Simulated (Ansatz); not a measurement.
A computed series for Mo: response to strain

The reference is Mo in the bcc (W type) structure (space group Im-3m, No. 229; a = 3.161 Å; relaxed with 0.1 eV smearing).

Strains are applied to the cell and any free atomic positions relax.

Calculations: PBE (Ansatz, a first-principles code, PAW, no SOC).

Notes on the quantities. energy relative to the base: free energy F.

```
change                     pressure  volume per atom  energy relative to the base
------------------------  ---------  ---------------  ---------------------------
base                        0.0 GPa         15.79 Å³                   0 meV/atom
isotropic strain −2.50 %   23.1 GPa         14.64 Å³                 +78 meV/atom
isotropic strain −2.00 %   17.8 GPa         14.87 Å³                 +49 meV/atom
isotropic strain −1.50 %   12.9 GPa         15.09 Å³                 +27 meV/atom
isotropic strain −0.50 %    4.0 GPa         15.56 Å³                +2.9 meV/atom
isotropic strain +0.50 %   -3.8 GPa         16.03 Å³                +2.8 meV/atom
isotropic strain +1.50 %  -10.5 GPa         16.52 Å³                 +25 meV/atom
isotropic strain +2.00 %  -13.6 GPa         16.76 Å³                 +43 meV/atom
isotropic strain +2.50 %        ___         17.01 Å³                          ___
isotropic strain +3.00 %  -19.0 GPa         17.26 Å³                 +94 meV/atom
```

### Question
Complete the table.

### Answer

- isotropic strain +2.50 %, pressure: -16.4 GPa
- isotropic strain +2.50 %, energy relative to the base: +66 meV/atom

Whether these cells are dynamically stable was not tested. The final runs are not spin-polarised.
